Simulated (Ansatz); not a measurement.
Input for Zn(Ge,Si)P2 alloy cell Zn2GeP4Si (chalcopyrite start):

Ansatz 0.2 input:
```yaml
crystal:
  lattice:
    - [10.924944982, 0.000000004, -0.001223905]
    - [0.000000002, 5.462383412, -0.000000006]
    - [-0.001198022, -0.000000011, 10.694536527]
  atoms:
    - { symbol: Zn, position: [-0.001237452, 0.000754371, 0.001444283] }
    - { symbol: Zn, position: [0.501417873, -0.000994536, -0.001341744] }
    - { symbol: Zn, position: [0.254218063, 0.501559783, 0.498520077] }
    - { symbol: Zn, position: [0.745985697, 0.498464167, 0.501243766] }
    - { symbol: Zn, position: [0.001237466, 0.500754357, 0.248555718] }
    - { symbol: Zn, position: [0.498582136, 0.499005485, 0.251341735] }
    - { symbol: Zn, position: [0.25401429, -0.001535826, 0.748756236] }
    - { symbol: Zn, position: [0.745781947, 0.001559773, 0.751479927] }
    - { symbol: Ge, position: [0.001098747, -0.001323178, 0.498520672] }
    - { symbol: Si, position: [0.498472153, 0.000645185, 0.501490823] }
    - { symbol: Ge, position: [0.251313956, 0.499370468, 0.00133751] }
    - { symbol: Si, position: [0.748181674, 0.500364268, -0.001422342] }
    - { symbol: Si, position: [0.251818309, 0.000364249, 0.251422355] }
    - { symbol: Ge, position: [0.748686048, -0.000629531, 0.248662506] }
    - { symbol: Si, position: [0.501527849, 0.500645198, 0.74850915] }
    - { symbol: Ge, position: [-0.001098752, 0.498676844, 0.75147933] }
    - { symbol: P, position: [0.125907274, 0.250275481, 0.624868969] }
    - { symbol: P, position: [0.614408821, 0.249613667, 0.624688661] }
    - { symbol: P, position: [0.370020546, 0.760034649, 0.129323049] }
    - { symbol: P, position: [0.86959543, 0.740091963, 0.120022939] }
    - { symbol: P, position: [0.380117687, 0.262499972, 0.869499179] }
    - { symbol: P, position: [0.869587193, 0.258627707, 0.880180601] }
    - { symbol: P, position: [0.619882324, 0.762499998, 0.380500821] }
    - { symbol: P, position: [0.130412798, 0.758627716, 0.369819396] }
    - { symbol: P, position: [0.130404557, 0.240091964, 0.129977074] }
    - { symbol: P, position: [0.629979459, 0.260034671, 0.12067695] }
    - { symbol: P, position: [0.385591196, 0.749613651, 0.625311333] }
    - { symbol: P, position: [0.874092723, 0.750275454, 0.625131014] }
    - { symbol: P, position: [0.873898018, 0.250895827, 0.374517748] }
    - { symbol: P, position: [0.375803006, 0.229120148, 0.375880642] }
    - { symbol: P, position: [0.126101967, 0.750895853, 0.875482251] }
    - { symbol: P, position: [0.624197002, 0.729120196, 0.874119372] }
basis:
  ecutwfc: 420
  ecutrho_ratio: 4
  xc_grid: 2
kpoints:
  mp_grid: { grid: [2, 4, 2] }
hamiltonian:
  xc: pbe
  dispersion: none
  pseudopotentials: { kind: paw }
scf:
  n_extra_bands: 19
  occupations: { method: fermi_dirac, width: 0.01 }
output:
  forces: true
  stress: true
  eigenstates:
    kpoints:
      - [0.0, 0.0, 0.0]
      - [0.0, -0.5, -0.5]
      - [0.0, 0.0, -0.5]
      - [0.0, -0.5, 0.0]
    e_range: [-4.0, 6.0]
    localisation: true
relax:
  f_tol: 0.03
  max_steps: 90
  cell: { stress_tol: 0.15 }
```

Method: PBE (plane waves to 420 eV, PAW; Ansatz, a first-principles code). No spin–orbit coupling. Its k-point mesh 2×4×2, Fermi–Dirac width 0.01 eV.

Task: What does the end of the output print (band table and long remarks left out, numbers rounded to eight decimals)?

Result: 
```
SCF converged after 5 iterations
Free energy (F): -58375.249900 eV
Harris-Foulkes:  -58375.249900 eV  (|F-HF|=1.75e-10)
Internal energy: -58375.249900 eV  (E = F + TS)
E sigma→0 (E₀):  -58375.249900 eV
Fermi energy:    7.483867 eV
--- Per-component energies (eV) ---
  E_band       = -505.007802
  E_kinetic    = 2776.983448
  E_local      = -28634.797666  (includes V_loc(G=0)·N_el)
  E_nonlocal   = 7207.900980
  E_hartree    = 12252.657936
  E_xc         = -2608.084932
  E_vxc        = -1837.872996  (∫ρ·V_xc dr)
  E_paw        = -33842.821193  (= ΣΔE_a)
  E_vpaw       = -4522.531799  (= ΣTr[D̂ρ^β])
  E_aug_tail   = -0.001520  (compensation charges beyond the density's cutoff)
  E_ewald      = -15527.086953
  E_smearing   = 0.000000  (= −TS)
  E_closure    = 0.000000  (closes the sum)
  Σ components = -58375.249900   (vs F -58375.249900, Δ=0.00e0)
--- Forces (eV/Å), atoms counted from 1 ---
  atom   1  Zn     0.00027577    -0.00312122    -0.00045048
  atom   2  Zn     0.00113672     0.00913244    -0.00609087
  atom   3  Zn    -0.00341680    -0.00032857     0.00101274
  atom   4  Zn     0.00254467     0.00419029    -0.00123688
  atom   5  Zn    -0.00027577    -0.00312122     0.00045048
  atom   6  Zn    -0.00113672     0.00913244     0.00609087
  atom   7  Zn    -0.00254467     0.00419029     0.00123688
  atom   8  Zn     0.00341680    -0.00032857    -0.00101274
  atom   9  Ge     0.00095744    -0.00376790    -0.00414480
  atom  10  Si    -0.00205611     0.00662883     0.00698504
  atom  11  Ge    -0.00423962    -0.00344432     0.00283729
  atom  12  Si     0.00741592     0.01326873    -0.00166091
  atom  13  Si    -0.00741592     0.01326873     0.00166091
  atom  14  Ge     0.00423962    -0.00344432    -0.00283729
  atom  15  Si     0.00205611     0.00662883    -0.00698504
  atom  16  Ge    -0.00095744    -0.00376790     0.00414480
  atom  17  P      0.00093991     0.00350480    -0.00354369
  atom  18  P     -0.00287129    -0.00638423     0.00217272
  atom  19  P     -0.00025307    -0.00529209     0.00010471
  atom  20  P     -0.00765021    -0.00258474    -0.00255687
  atom  21  P      0.00464732    -0.00871174     0.00454378
  atom  22  P     -0.00338735    -0.00708621    -0.00679421
  atom  23  P     -0.00464732    -0.00871174    -0.00454378
  atom  24  P      0.00338735    -0.00708621     0.00679421
  atom  25  P      0.00765021    -0.00258474     0.00255687
  atom  26  P      0.00025307    -0.00529209    -0.00010471
  atom  27  P      0.00287129    -0.00638423    -0.00217272
  atom  28  P     -0.00093991     0.00350480     0.00354369
  atom  29  P     -0.00006382     0.00633389     0.00025677
  atom  30  P     -0.00079550    -0.00233774    -0.00376079
  atom  31  P      0.00006382     0.00633389    -0.00025677
  atom  32  P      0.00079550    -0.00233774     0.00376079
  max |Σ_I F_I| component: 4.05e-7 eV/Å
--- Stress (GPa, compression-positive) ---
       -0.014425       0.000000       0.013025
        0.000000       0.027408      0.000000
        0.013025      0.000000       0.016594
  P = ⅓ Tr σ = 0.0099 GPa (0.099 kbar)
--- Relaxed structure (3 steps of the walk, 3 accepted, 1 SCFs on fresh bases) ---
  F+E_penalty+E_count = -58375.24989980 eV   max|allowed force component| = 1.327e-2 eV/Å   (the final SCF, on the basis selected at the relaxed cell)
  cell:  # Å, volume = 637.0457 Å³
    - [10.92128728, 0.0, -0.00193044]
    - [0.0, 5.45845561, 0.0]
    - [-0.00189018, 0.0, 10.68629049]
  atoms:
    - { symbol: Zn, position: [-0.00088732, -0.00078195, 0.00229531] }
    - { symbol: Zn, position: [0.50087218, 0.00052458, -0.00233405] }
    - { symbol: Zn, position: [0.25248484, 0.50142536, 0.49855827] }
    - { symbol: Zn, position: [0.74748860, 0.49853798, 0.50144564] }
    - { symbol: Zn, position: [0.00088732, 0.49921805, 0.24770469] }
    - { symbol: Zn, position: [0.49912782, 0.50052458, 0.25233405] }
    - { symbol: Zn, position: [0.25251140, -0.00146202, 0.74855436] }
    - { symbol: Zn, position: [0.74751516, 0.00142536, 0.75144173] }
    - { symbol: Ge, position: [0.00088347, 0.00100925, 0.49866176] }
    - { symbol: Si, position: [0.49915780, -0.00109807, 0.50130140] }
    - { symbol: Ge, position: [0.25184143, 0.50100660, 0.00111565] }
    - { symbol: Si, position: [0.74803409, 0.49887535, -0.00104990] }
    - { symbol: Si, position: [0.25196591, -0.00112465, 0.25104990] }
    - { symbol: Ge, position: [0.74815857, 0.00100660, 0.24888435] }
    - { symbol: Si, position: [0.50084220, 0.49890193, 0.74869860] }
    - { symbol: Ge, position: [-0.00088347, 0.50100925, 0.75133824] }
    - { symbol: P, position: [0.12381158, 0.25188934, 0.62496335] }
    - { symbol: P, position: [0.61567589, 0.24822203, 0.62505999] }
    - { symbol: P, position: [0.37187875, 0.75797220, 0.12867053] }
    - { symbol: P, position: [0.86774244, 0.74201293, 0.12122738] }
    - { symbol: P, position: [0.37836108, 0.26210779, 0.87039664] }
    - { symbol: P, position: [0.87151630, 0.25916387, 0.87966463] }
    - { symbol: P, position: [0.62163892, 0.76210779, 0.37960336] }
    - { symbol: P, position: [0.12848370, 0.75916387, 0.37033537] }
    - { symbol: P, position: [0.13225756, 0.24201293, 0.12877262] }
    - { symbol: P, position: [0.62812125, 0.25797220, 0.12132947] }
    - { symbol: P, position: [0.38432411, 0.74822203, 0.62494001] }
    - { symbol: P, position: [0.87618842, 0.75188934, 0.62503665] }
    - { symbol: P, position: [0.87428375, 0.24832726, 0.37421503] }
    - { symbol: P, position: [0.37568019, 0.23080548, 0.37595110] }
    - { symbol: P, position: [0.12571625, 0.74832726, 0.87578497] }
    - { symbol: P, position: [0.62431981, 0.73080548, 0.87404890] }
```

Cost: roughly 4 core-minutes.
